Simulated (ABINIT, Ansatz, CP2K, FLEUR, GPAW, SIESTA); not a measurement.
## One structure in several programs: N2 (P4_2/mnm, 4 atoms in the cell)

Self-consistent single point.

```
CELL_PARAMETERS angstrom
      4.14736     0.00000     0.00000
      0.00000     4.14736     0.00000
      0.00000     0.00000     5.42877
ATOMIC_POSITIONS crystal
  N  0.90428 0.90428 0.00000
  N  0.09572 0.09572 0.00000
  N  0.59572 0.40428 0.50000
  N  0.40428 0.59572 0.50000
```

Shared settings, as Ansatz (an electronic-structure program) writes them: kpoints.mp_grid.grid = 6 6 4; scf.occupations.method = fixed. Potentials and cutoffs stand in the table.

```json
[
 {"code": "GPAW", "model": "LDA (Perdew-Wang 92), GPAW PAW datasets LDA (gpaw-data 1.0.1)", "pressure (GPa)": "–", "largest force (eV/Å)": "3.718", "gap on the mesh (eV)": "6.646", "cutoff": "950 eV"},
 {"code": "FLEUR", "model": "LDA (Perdew-Zunger), all-electron FLAPW (FLEUR), scalar-relativistic valence", "pressure (GPa)": "–", "largest force (eV/Å)": "3.009", "gap on the mesh (eV)": "6.621", "cutoff": "Kmax 4.8 1/bohr"},
 {"code": "Ansatz", "model": "LDA (PW92), PAW files made with PBE", "pressure (GPa)": "-5.91", "largest force (eV/Å)": "3.915", "gap on the mesh (eV)": "6.653", "cutoff": "default"},
 {"code": "ABINIT", "model": "LDA (PW92), norm-conserving pseudopotentials (PseudoDojo nc-sr-04 LDA standard)", "pressure (GPa)": "-4.89", "largest force (eV/Å)": "3.338", "gap on the mesh (eV)": "6.619", "cutoff": "42 Ha"},
 {"code": "SIESTA", "model": "LDA PW92, numerical atomic orbitals DZP, PseudoDojo LDA standard norm-conserving potentials (rewritten from UPF to PSML)", "pressure (GPa)": "-3.54", "largest force (eV/Å)": "0.050", "gap on the mesh (eV)": "6.648", "cutoff": "grid 400 Ry"},
 {"code": "CP2K", "model": "LDA (Pade form), GPW, DZVP-MOLOPT-SR-GTH basis, GTH-PADE potentials (GTH_POTENTIALS)", "pressure (GPa)": "-2.31", "largest force (eV/Å)": "1.297", "gap on the mesh (eV)": "6.690", "cutoff": "grid 400 Ry"}
]
```

A dash marks a value that a program does not give, or that is left out as unsure.

Gaps are read on the mesh.

The spread over the programs that give each value: pressure within 3.60 GPa; largest force within 3.865 eV/Å; gap on the mesh within 0.071 eV.

SIESTA and CP2K use small atom-centred bases, whose incompleteness enters pressures, forces and empty levels differently from a plane-wave cutoff. FLEUR treats all electrons, but the usual bases taken here (sphere radii, linearisation, local orbitals, empty states) were not tested for convergence, so the values are no reference for the others. Ansatz's pressure is given at a fixed set of plane waves, as the other plane-wave codes print theirs; with its correction for the finite basis it is -5.62 GPa (the shift of 0.30 GPa shows how far the cutoff is from converged). The pressure of GPAW is left out: its cutoff lies under the one at which its stress was checked. In the pressure, SIESTA (by 1.86) and CP2K (by 3.09) lie more than 1 GPa from the median of the plane-wave programs.

The starting cell comes from a database of computed structures (which also holds hypothetical and non-ambient phases and stackings), without a prior relaxation at this level. Its lattice was rescaled by a random factor within 2.5 % of one.

Keys are those of Ansatz 0.2.
